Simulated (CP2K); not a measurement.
CP2K run on NaI (Fm-3m, 2 atoms in the cell): self-consistent single point.

Method: LDA (Pade form), GPW, DZVP-MOLOPT-SR-GTH basis, GTH-PADE potentials (GTH_POTENTIALS) (CP2K).

```yaml
crystal:
  lattice:
    - [4.57498, 0.00000, 0.00000]
    - [2.28749, 3.96205, 0.00000]
    - [2.28749, 1.32068, 3.73546]
  atoms:
    - { symbol: Na, position: [0.00000, 0.00000, 0.00000] }
    - { symbol: I, position: [0.50000, 0.50000, 0.50000] }
```

Reference input (self-consistent single point, DFT PBE, GPW, DZVP-MOLOPT-SR-GTH basis, GTH-PBE potentials (GTH_POTENTIALS)): CUTOFF = 950 Ry; REL_CUTOFF = 60 Ry; SMEAR/METHOD = FERMI_DIRAC; ELECTRONIC_TEMPERATURE = 580.23 K; KPOINTS/SCHEME = MONKHORST-PACK 9 9 9; XC_FUNCTIONAL = PBE; Na/BASIS_SET = DZVP-MOLOPT-SR-GTH; Na/POTENTIAL = GTH-PBE-q9; I/BASIS_SET = DZVP-MOLOPT-SR-GTH; I/POTENTIAL = GTH-PBE-q7; METHOD = GPW; EPS_DEFAULT = 1e-10. This run's input differs from it in these lines:

```diff
@@ -43,3 +43,3 @@
     &XC
-      &XC_FUNCTIONAL PBE
+      &XC_FUNCTIONAL PADE
       &END XC_FUNCTIONAL
@@ -74,3 +74,3 @@
       BASIS_SET DZVP-MOLOPT-SR-GTH
-      POTENTIAL GTH-PBE-q9
+      POTENTIAL GTH-PADE-q9
     &END KIND
@@ -78,3 +78,3 @@
       BASIS_SET DZVP-MOLOPT-SR-GTH
-      POTENTIAL GTH-PBE-q7
+      POTENTIAL GTH-PADE-q7
     &END KIND
```

Output, abridged:

```
 SCF WAVEFUNCTION OPTIMIZATION

  Step     Update method      Time    Convergence         Total energy    Change
     1 NoMix/Diag. 0.30E+00      -     0.93811253       -59.3442881358 -5.93E+01
     2 Broy./Diag. 0.30E+00      -     0.00615769       -59.1370932775  2.07E-01
     3 Broy./Diag. 0.30E+00      -     0.03361626       -59.3669300950 -2.30E-01
     4 Broy./Diag. 0.30E+00      -     0.01056552       -59.3955501147 -2.86E-02
     5 Broy./Diag. 0.30E+00      -     0.00312525       -59.3538315955  4.17E-02
     6 Broy./Diag. 0.30E+00      -     0.00115210       -59.3611618087 -7.33E-03
   [... 6 lines left out ...]
    13 Broy./Diag. 0.30E+00      -     0.00000262       -59.3509674263 -2.38E-05
    14 Broy./Diag. 0.30E+00      -     0.00000089       -59.3509752143 -7.79E-06
    15 Broy./Diag. 0.30E+00      -     0.00000015       -59.3509794961 -4.28E-06
    16 Broy./Diag. 0.30E+00      -     0.00000004       -59.3509805432 -1.05E-06
  *** SCF run converged in    16 steps ***

  Overlap energy of the core charge distribution:               0.00000000000000
  Self energy of the core charge distribution:               -151.62595057845951
  Core Hamiltonian energy:                                     38.99075275031710
  Hartree energy:                                              62.52316959636780
  Exchange-correlation energy:                                 -9.23895231140546
  Electronic entropic energy:                                  -0.00000000000000
  Fermi energy:                                                 0.07967454598693

  Total energy:                                               -59.35098054318007
  Total energy (extrapolated to T->0):                        -59.35098054318007

                     Mulliken Population Analysis

   [... lines left out ...]

 STRESS| Analytical stress tensor [bar]
 STRESS|                        x                   y                   z
 STRESS|      x       -1.45094981790E+04   1.80886854230E-02   1.27906263567E-02
 STRESS|      y        1.80886854230E-02  -1.45095147760E+04   1.18072933103E-02
 STRESS|      z        1.27906263567E-02   1.18072933103E-02  -1.45094942562E+04
 STRESS| 1/3 Trace                                            -1.45095024037E+04
```

The run converged in 16 iterations. Against the reference run the pressure goes from 0.51 to -1.45 GPa and the gap on the mesh goes from 3.598 to 3.360 eV.

The starting cell has typed, rounded lattice constants, without a prior relaxation at this level. Spin-orbit coupling is off. Values carry the incompleteness of an atom-centred basis.
